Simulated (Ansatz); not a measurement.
# A computed series for BaZrO3: response to strain

Start from BaZrO$_{3}$ in the cubic perovskite structure (space group Pm-3m, No. 221; a = 4.181 Å). Axes: x, y, z lie along the cube axes.

Strains are applied to the cell and any free atomic positions relax; under biaxial strain the out-of-plane vector relaxes too.

The values are results of Ansatz (a program for electronic structure) PBEsol, no spin-orbit coupling, not measurements.

```csv
"biaxial strain, plane normal [001], relaxed out of plane (%)",out-of-plane strain (%)
-3,1.68
-2.4,1.32
-1.8,0.97
-1.2,?
0,0.00
```

Question: Fit ε⊥ = −νε + γε² (strains in %) to the rows shown and predict the withheld row.

Answer: Least squares on the printed values gives ν = 0.51 (the biaxial Poisson response) and γ = 0.017 (largest residual 0.00 %); this predicts 0.63 %, and the run gives 0.64 %, in agreement.

Stability against distortions was not tested.
